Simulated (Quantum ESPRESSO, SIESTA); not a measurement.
A SIESTA input for a self-consistent single point of InSe (P6_3/mmc, 8 atoms in the cell) (DFT, GGA PBE, numerical atomic orbitals TZP, PseudoDojo PBE standard norm-conserving potentials (rewritten from UPF to PSML)):

```
# files in the folder: In.psml Se.psml (PseudoDojo PBE standard)
SystemName  InSe
SystemLabel siesta

NumberOfAtoms                8
NumberOfSpecies              2
%block ChemicalSpeciesLabel
  1 49 In
  2 34 Se
%endblock ChemicalSpeciesLabel
LatticeConstant              1.0 Ang
%block LatticeVectors
     4.013438000    0.000000000    0.000000000
    -2.006719000    3.475739000    0.000000000
     0.000000000    0.000000000   17.306441000
%endblock LatticeVectors
AtomicCoordinatesFormat      Bohr
%block AtomicCoordinatesAndAtomicSpecies
    -0.000003792    4.378798717   10.802274445  1
     3.792153111    2.189396074   21.902159237  1
     3.792153111    2.189396074   27.154491286  1
    -0.000003792    4.378798717    5.549942396  1
    -0.000003792    4.378798717   19.535012327  2
     3.792153111    2.189396074   13.169421355  2
     3.792153111    2.189396074    3.182795486  2
    -0.000003792    4.378798717   29.521638196  2
%endblock AtomicCoordinatesAndAtomicSpecies

XC.functional                GGA
XC.authors                   PBE
PAO.BasisSize                TZP
PAO.EnergyShift              0.005 Ry
MeshCutoff                   400 Ry
%block kgrid.MonkhorstPack
    5   0   0  0.0
    0   5   0  0.0
    0   0   1  0.0
%endblock kgrid.MonkhorstPack
OccupationFunction           FD
ElectronicTemperature        50.0 meV

MaxSCFIterations             150
SCF.Mixer.Method             Broyden
SCF.Mixer.Weight             0.1
SCF.Mixer.History            6
SCF.DM.Tolerance             1.0E-04
Diag.ParallelOverK           true
WriteForces                  true
```

Q: Write the same calculation as an input for Quantum ESPRESSO.

A: This is the input that was run; spellings and numerical settings could be chosen otherwise.

```fortran
&CONTROL
 calculation = 'scf'
 outdir = './tmp/'
 pseudo_dir = './'
 tprnfor = .true.
 tstress = .true.
/
&SYSTEM
 ibrav = 0
 nat = 8
 ntyp = 2
 ecutwfc = 40
 ecutrho = 200
 occupations = 'smearing'
 smearing = 'fd'
 degauss = 0.0036749
/
&ELECTRONS
 conv_thr = 1.0d-10
 mixing_beta = 0.5
/
ATOMIC_SPECIES
In   114.8180  in_pbe_v1.4.uspp.F.UPF
Se    78.9710  se_pbe_v1.uspp.F.UPF
ATOMIC_POSITIONS {crystal}
In    0.3333333333    0.6666666667    0.3303000000
In    0.6666666667    0.3333333333    0.6697000000
In    0.6666666667    0.3333333333    0.8303000000
In    0.3333333333    0.6666666667    0.1697000000
Se    0.3333333333    0.6666666667    0.5973200000
Se    0.6666666667    0.3333333333    0.4026800000
Se    0.6666666667    0.3333333333    0.0973200000
Se    0.3333333333    0.6666666667    0.9026800000
K_POINTS {automatic}
5 5 1  0 0 0
CELL_PARAMETERS {angstrom}
   4.0134378473     0.0000000000     0.0000000000
  -2.0067189236     3.4757391323     0.0000000000
   0.0000000000     0.0000000000    17.3064410000
```

Basis, cutoffs, solver keys and any potentials are the target program's own. This input uses DFT, PBE, plane waves, GBRV 1.5 ultrasoft (PBE) pseudopotentials.

The starting cell comes from a database of computed structures (which also holds hypothetical and non-ambient phases and stackings), without a prior relaxation at this level. Its lattice was rescaled by a random factor within 2.5 % of one.
